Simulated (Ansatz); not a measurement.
Ansatz (a program for electronic structure) is run on MgZn3 (Pmm2, 4 atoms in the cell), and the run fails. The aim is a self-consistent single point with DFT, PBEsol, plane waves, default PAW files made with PBE.

Cell that was meant: a = 2.9077 Å, b = 4.6856 Å, c = 4.8926 Å, α = 90.00°, β = 90.00°, γ = 90.00°.

Part of the input:

Ansatz 0.2 input:
```yaml
  pseudopotentials: { kind: paw }
scf:
  occupations: { method: cold, width: 0.1 }
  max_iter: 4
output:
  forces: true
  eigenvalues: true
```

The program printed (abridged):

```
SCF iter   1: F=—  HF=-11754.700055 eV  |F-HF|=—  |Δ(HF+E_count)|=         —  Δρ=3.07e-3  dr2=4.05e-3  ethr=1.77e-3  ⟨swp⟩=6.1  Hψ=25517  notcnv=0
all-band conjugate gradients solve this SCF's bands
preconditioner: auto → Kerker (q_TF=auto, 2.565 Å⁻¹)
SCF iter   2: F=—  HF=-11754.697097 eV  |F-HF|=—  |Δ(HF+E_count)|=   2.96e-3  S|Δr|=    0.00e0  Δρ=1.04e-3  dr2=1.26e-3  ethr=8.81e-6  ⟨swp⟩=4.0  Hψ=39999  notcnv=0
SCF iter   3: F=—  HF=-11754.696803 eV  |F-HF|=—  |Δ(HF+E_count)|=   2.94e-4  S|Δr|=    0.00e0  Δρ=7.96e-4  dr2=5.53e-4  ethr=2.74e-6  ⟨swp⟩=3.6  Hψ=28829  notcnv=0
SCF iter   4: F=—  HF=-11754.696685 eV  |F-HF|=—  |Δ(HF+E_count)|=   1.18e-4  S|Δr|=    0.00e0  Δρ=2.77e-4  dr2=9.85e-5  ethr=1.20e-6  ⟨swp⟩=3.5  Hψ=29133  notcnv=0
Error: did not converge after 4 iterations: dr2 = 9.85e-5 (threshold 1.00e-7), under the density mixer `msr1`, which `scf.mixing.algorithm: auto` chose by the deck's other keys (type `scf.mixing.algorithm: msr1` to keep it); raise `scf.max_iter`, which need not help a stalled SCF, or adjust the mixing (`scf.mixing`) or, under a smearing, its width (`scf.occupations.width`, in either direction: another width is another result); this SCF holds its density and magnetisation to the symmetry operations that it keeps, and cannot end on a state that breaks one of them: if the state sought breaks one, re-run with `crystal.symmetry.detect: false`, without `crystal.symmetry.time_reversal: [...]
```

What caused this, and what should be changed?

The fault is an iteration limit that is too low. The loop is cut before its threshold is met, so whatever is printed at the end is not self-consistent. To fix it, raise the limit, or leave it to the default. The run ended unconverged after 4 iterations.

An input that runs soundly differs in these lines (not the only fix; some lines may just follow from the change or write a value another way):
```diff
-  max_iter: 4
```

With that input, the run converged in 9 iterations: free energy E − TS (on the zero of these files) -11754.6967 eV; Fermi level (on the code's own zero) 9.34 eV; pressure -3.87 GPa; largest force (vector length) 0.133 eV/Å (DFT, PBEsol, plane waves, default PAW files made with PBE).

On the sound input: the starting cell comes from a database of computed structures (which also holds hypothetical and non-ambient phases and stackings), without a prior relaxation at this level. Its lattice was rescaled by a random factor within 2.5 % of one. With a pressure of about -4 GPa the cell is away from its equilibrium volume at this level. Ansatz's pressure includes its estimate of the finite-basis (Pulay) stress.
